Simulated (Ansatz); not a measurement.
# MoP (model structure, started from the NiAs type, P6₃/mmc, No. 194, 4 atoms in the cell): equilibrium lattice constant a by level of theory

No measured value is used here.

```tsv
level (code)	value (Å)
PBE (Ansatz)	[?]
PBEsol (Ansatz)	3.194
PBE-D3(BJ) (Ansatz)	3.187
```

Q: Complete the blanks.

A: 
- PBE (Ansatz, a program for electronic structure), value (Å): 3.230

Ansatz's density-functional and Hartree–Fock values are scalar-relativistic unless marked +SOC, with PAW data made under PBE.

A model structure was made by putting elements into a prototype or built by hand; it is no filed structure, need not be a known phase, and can be a saddle point held by its symmetry.
